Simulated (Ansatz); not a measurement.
System: CsCl-type NiTi (cubic form, which distorts at low temperature). Method: LDA (plane waves, PAW; Ansatz, a first-principles code).

Run with plane-wave cutoff 520 eV, 18×18×18 k mesh, Fermi–Dirac smearing 0.05 eV, spin-polarised start, scalar-relativistic PAW data made under PBE.

The volume scan:

| V (Å³/atom) | E − E_lowest (meV/atom) | P (GPa) |
|---|---|---|
| 11.917 | 30.09 | 13.39 |
| 12.170 | 12.88 | 8.45 |
| 12.424 | 3.10 | 4.00 |
| 12.677 | 0.00 | -0.01 |
| 12.931 | 2.93 | -3.63 |
| 13.184 | 11.29 | -6.88 |
| 13.438 | 24.54 | -9.81 |

Q: Estimate the bulk modulus and its pressure derivative from these points.

A: V0 = 12.676 Å³/atom, B0 = 190 GPa, B′ = 4.2 (fit to the energies at full precision).

Note: the starting moments vanished in the run, and other orders were not tried; symmetry holds this phase in the static calculation, where it need not be a minimum; the relaxation could not lower the start's symmetry, so the cell can be a saddle point above a distorted one.
